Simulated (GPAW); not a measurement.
GPAW run on BaS (Fm-3m, 2 atoms in the cell): self-consistent single point.

Method of the run: PBE, GPAW PAW datasets PBE (gpaw-data 1.0.1) (plane waves; GPAW).

```yaml
crystal:
  lattice:
    - [0.00000, 3.19500, 3.19500]
    - [3.19500, 0.00000, 3.19500]
    - [3.19500, 3.19500, 0.00000]
  atoms:
    - { symbol: Ba, position: [0.00000, 0.00000, 0.00000] }
    - { symbol: S, position: [0.50000, 0.50000, 0.50000] }
```

Reference input (self-consistent single point, DFT PBE, plane waves, GPAW PAW datasets PBE (gpaw-data 1.0.1)): mode = pw; ecut = 550 eV; xc = PBE; kpts = 7 7 7; mesh shift (steps) = 0 0 0; occupations.name = fermi-dirac; occupations.width = 0.01 eV; nbands = -4; convergence.forces = 0.001 eV/Å; convergence.bands = -2; symmetry.symmorphic = false; symmetry.tolerance = 0.0005. This run's input differs from it in these lines:

```diff
@@ -14,3 +14,3 @@
             xc='PBE',
-            kpts=(7, 7, 7),
+            kpts=(3, 3, 3),
             occupations={'name': 'fermi-dirac', 'width': 0.01},
```

Log, with long lists cut:

```
     iter     time        total  log10-change:
                         energy   eigst   dens  force
iter:   1 --:--:--   -10.569870   +1.33
iter:   2 --:--:--   -10.469189   +0.58  -0.99
iter:   3 --:--:--   -10.109878   -0.28  -1.04
iter:   4 --:--:--   -10.134597   -0.35  -1.34
iter:   5 --:--:--   -10.138800   -0.37  -1.46
iter:   6 --:--:--   -10.132196c  -0.70  -1.95
iter:   7 --:--:--   -10.134499c  -1.19  -2.27
iter:   8 --:--:--   -10.132462c  -0.73  -2.26
iter:   9 --:--:--   -10.132516c  -0.96  -3.02
iter:  10 --:--:--   -10.132496c  -1.13  -2.90
iter:  11 --:--:--   -10.132482c  -1.35  -3.05
iter:  12 --:--:--   -10.132471c  -1.72  -3.28
iter:  13 --:--:--   -10.132469c  -2.19  -3.71
iter:  14 --:--:--   -10.132469c  -2.71  -4.22c
iter:  15 --:--:--   -10.132469c  -2.99  -4.26c
iter:  16 --:--:--   -10.132469c  -3.61  -4.33c
iter:  17 --:--:--   -10.132469c  -4.11  -4.49c
iter:  18 --:--:--   -10.132469c  -4.64  -4.51c
iter:  19 --:--:--   -10.132469c  -4.90  -4.66c
iter:  20 --:--:--   -10.132469c  -5.50  -5.11c
iter:  21 --:--:--   -10.132469c  -5.96  -4.99c
iter:  22 --:--:--   -10.132469c  -6.36  -5.17c
iter:  23 --:--:--   -10.132469c  -6.99  -5.16c
iter:  24 --:--:--   -10.132469c  -7.45c -5.96c
iter:  25 --:--:--   -10.132469c  -7.76c -6.25c -24.34c
Converged after 25 iterations.

Dipole moment: (-0.000000, -0.000000, -0.000000) |e|*Ang

Energy contributions relative to reference atoms: (reference = -232135.462409)

Kinetic:        +11.797811
Potential:      -10.291416
External:        +0.000000
XC:             -11.651190
Entropy (-ST):   -0.000000
Local:           +0.012326
SIC:             +0.000000
--------------------------
Free energy:    -10.132469
Extrapolated:   -10.132469

Showing only first 2 kpts
 Kpt  Band  Eigenvalues  Occupancy
  0     6      4.87999    2.00000
  0     7      4.87999    2.00000
  0     8      8.47863    0.00000
  0     9      8.74350    0.00000

  1     6      4.07888    2.00000
  1     7      4.35459    2.00000
  1     8      8.91548    0.00000
  1     9     10.26945    0.00000

Fermi level: 5.89382

Gap: 2.425 eV
Transition (v -> c):
   [... lines left out ...]
Direct/indirect transitions are different
Direct gap: 2.592 eV
Transition at: (s=0, k=2, n=7, [0.33, 0.33, 0.00])
Energy (eV): -10.132469

Forces in eV/Ang:
  0 Ba    0.00000   -0.00000   -0.00000
  1 S     0.00000   -0.00000    0.00000

Stress tensor:
    -0.008624     0.000000     0.000000
     0.000000    -0.008624     0.000000
     0.000000     0.000000    -0.008624
Stress (GPa, Voigt): [-1.3818 -1.3818 -1.3818  0.      0.      0.    ]
```

The run converged in 25 iterations. GPAW prints stress with tension positive. Against the reference run the free energy rises by 15.8 meV/atom, the pressure goes from 1.17 to 1.38 GPa and the gap on the mesh goes from 2.193 to 2.425 eV.

The starting cell has typed, rounded lattice constants, without a prior relaxation at this level. Another mesh or the band path of this cell gives a smaller gap, so this value is not converged in the mesh.
